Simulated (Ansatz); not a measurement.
Here is the system:

```yaml
crystal:
  lattice:
    - [3.40772, 0.00000, 0.00000]
    - [-1.70386, 2.95118, 0.00000]
    - [1.70386, -0.98373, 2.78240]
  atoms:
    - { symbol: B, position: [0.25000, 0.75000, 0.25000] }
    - { symbol: As, position: [0.00000, 0.00000, 0.00000] }
```

The cell is taken as given; by r2SCAN it stands under a pressure of -3.0 GPa.

Transport runs along the normal of the first two printed cell vectors, the (111) plane of the conventional cell.

No gap correction and no spin-orbit coupling; mid-gap is the computed energy nearest the middle.

Give the band gap and the smallest decay constant κ at mid-gap that r2SCAN (Ansatz, a first-principles code) yields.

Gap 1.41 eV on a 12×12×12 mesh; κ = 0.121 1/Å, at the zone centre.
